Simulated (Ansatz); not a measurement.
**Hf: energy against strain**

Hf (hcp, P6_3/mmc, 21.613 Å³/atom at rest, c along z) under a strain ε along c (axis z), the other axes held. PBEsol in Ansatz, a plane-wave DFT program (PAW, default set), 420 eV, 21×21×12 Γ-centred mesh, Fermi-Dirac smearing 0.10 eV; ions are relaxed within the symmetry of each cell.

Here s stands for strain and y for E less E0.

```
strain (%)  E less E0 (meV/atom)
----------  --------------------
-3.00                          ?
-1.50                       2.74
-1.00                       1.10
-0.50                       0.19
0.00                        0.00
0.50                        0.50
1.00                        1.66
1.50                        3.47
```

The 7 complete rows are fitted with a parabola, y against s. Least squares gives y = 0.000 + 0.2586·s + 1.3800·s². Residuals (row less fit): 0.023, -0.021, -0.026, 0.000, 0.026, 0.021, -0.023; standard error 0.029 (degrees of freedom: 4). Twice the quadratic coefficient over the volume, 2 × 1.3800 meV × 10⁴ × 0.1602 / 21.613 Å³, is the elastic constant C33 = 205 ± 1.9 GPa.

Problem. What does the fit predict for y at s = -3.00, and how far is the calculated value from it?

Solution. y = 0.000 + 0.2586 × (-3.0) + 1.3800 × (-3.0)² = 11.644 meV/atom. The calculation gives 12.31 meV/atom, 0.666 meV/atom above the prediction (5.4 % of the range of y in the table). The row lies outside the fitted rows, so this is an extrapolation. From the scatter of the fitted rows alone, a prediction at this place has a standard error of 0.110 meV/atom, so the miss is 6.1 times that.

One order more, fitted to all 13 runs of the series, follows each within 0.01, so the miss is the next term of a smooth law. In a metal these values are sensitive to mesh and smearing; energies are taken to zero smearing, stresses follow the free energy. Rows are the converged runs of the series near zero and its far end; series whose fitted rows scatter by over a few per cent of the range, as at a crossing or softening among them, aren't shown in this form. Most that stay on the fit to the last digits aren't either.
